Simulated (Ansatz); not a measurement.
Given:

```xyz
8
Lattice="-2.6931 2.6931 5.3855 2.6931 -2.6931 5.3855 2.6931 2.6931 -5.3855" Properties=species:S:1:pos:R:3 pbc="T T T"
Cu     0.0000     0.0000     0.0000
Cu     0.0000     2.6931     2.6928
Zn     2.6931     0.0000     2.6928
Sn     0.0000     0.0000     5.3855
S      1.4398    -1.3965     6.7834
S      1.2967     1.2533    -1.3979
S      1.2533     4.0896     1.3979
S      1.3965     1.4398     3.9876
```

No spin polarisation.

Computed with Ansatz (a first-principles code), PBE, PAW, cutoff 420 eV, no spin-orbit coupling. Settings: 9×9×9 k-points, 0.05 eV Fermi–Dirac smearing.

**Question.** Predict the space group, pressure and band gap.

**Answer.** 
* **Space group**: I-4 (No. 82)
* **Pressure (mean of the normal stresses, compression positive)**: 3.4 GPa
* **Band gap**: 0.17 eV

The cells carry an imposed strain or load. Stability against distortions was not tested. The final runs are not spin-polarised. The cell was made from ZnCu₂SnS₄ (space group I-4, No. 82) by this change: isotropic strain −1.50 %. A zero or small gap of ZnCu2SnS4 can be the functional's error rather than a property of the material.
